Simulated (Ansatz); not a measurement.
**A computed series for AlP: point defects**

The reference is a 16-atom supercell of AlP in the zinc blende structure (space group F-43m, No. 216; a = 5.508 Å) at its relaxed geometry.

One neutral defect a cell, atoms relaxed at fixed cell.

All numbers come from PBE (Ansatz, a quantum-chemistry and plane-wave program, PAW, without spin-orbit coupling).

```tsv
variant	largest displacement of a host atom from its site in the perfect cell	pressure
perfect supercell	–	0.0 GPa
P on a Al site (antisite)	0.02 Å	-0.3 GPa
Sb on a P site	0.15 Å	4.0 GPa
Al on a P site (antisite)	0.12 Å	[?]
Al vacancy	[?]	[?]
```

**Question.** What belongs in the blanks?

**Answer.** 
- Al on a P site (antisite), pressure: 2.7 GPa
- Al vacancy, largest displacement of a host atom from its site in the perfect cell: 0.06 Å
- Al vacancy, pressure: -0.7 GPa

The magnetic state is the one reached from the starting moments; the real material's order can differ, and small cells can't hold many antiferromagnetic ones. The cell is small, so the values are those of an ordered compound at a high defect concentration; dilute-limit values will differ. A case with no gap was solved on a k-mesh chosen for an insulator, which is coarse for it. Starting moments died away, wholly or in part, for P on a Al site (antisite) and Sb on a P site; another magnetic solution may exist.
